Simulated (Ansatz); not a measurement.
Band structure of KYMg6 (Amm2, 8 atoms in the cell).

```
KYMg6
1.0
    5.33575     0.00000     0.00000
    0.00000     3.59931     5.84382
    0.00000    -3.59931     5.84382
K Y Mg
1 1 6
Direct
  0.50000   0.33201   0.33201
  0.50000   0.84274   0.84274
  0.50000   0.34085   0.82321
  0.50000   0.82321   0.34085
  0.00000   0.16017   0.69029
  0.00000   0.69029   0.16017
  0.00000   0.66421   0.66421
  0.00000   0.14653   0.14653
```

Method: PBEsol, PAW files made with PBE (plane waves; Ansatz, a first-principles code).

Settings: basis.ecutwfc = 420 eV; kpoints.mp_grid.grid = 3 3 3; hamiltonian.xc = pbesol; hamiltonian.pseudopotentials = {kind: paw} (the program's default PAW files); scf.occupations.method = gaussian; scf.occupations.width = 0.2 eV; kpoints.band_path.npoints = 8.

The starting cell comes from a database of computed structures (which also holds hypothetical and non-ambient phases and stackings), without a prior relaxation at this level.

Levels in eV from the Fermi level, bands 37 to 44:
| point | 37 | 38 | 39 | 40 | 41 | 42 | 43 | 44 |
|---|---|---|---|---|---|---|---|---|
| Γ | -1.14 | -1.13 | -1.03 | -0.61 | -0.44 | 0.32 | 0.55 | 1.47 |
| X | -0.82 | -0.56 | -0.49 | -0.08 | 0.43 | 0.72 | 0.95 | 1.26 |
| S | -0.43 | -0.38 | -0.06 | 0.08 | 0.51 | 0.56 | 0.72 | 0.85 |
| R | -1.76 | -1.62 | -0.84 | -0.34 | 0.69 | 0.81 | 1.32 | 1.36 |
| A | -2.81 | -1.73 | -0.27 | -0.06 | 0.17 | 0.51 | 0.57 | 1.28 |
| Z | -1.51 | -1.17 | -0.67 | -0.61 | -0.57 | -0.11 | 0.09 | 0.65 |
| Y | -0.78 | -0.45 | -0.33 | 0.04 | 0.47 | 0.74 | 1.17 | 1.51 |
| X1 | -0.82 | -0.56 | -0.49 | -0.08 | 0.43 | 0.72 | 0.95 | 1.26 |
| A1 | -2.81 | -1.73 | -0.27 | -0.06 | 0.17 | 0.51 | 0.57 | 1.28 |
| T | -2.34 | -1.53 | -1.26 | -1.15 | 0.10 | 0.85 | 0.89 | 1.31 |

Bands cross the Fermi level along this path, so the cell is metallic at this level.

Keys are those of Ansatz 0.2.
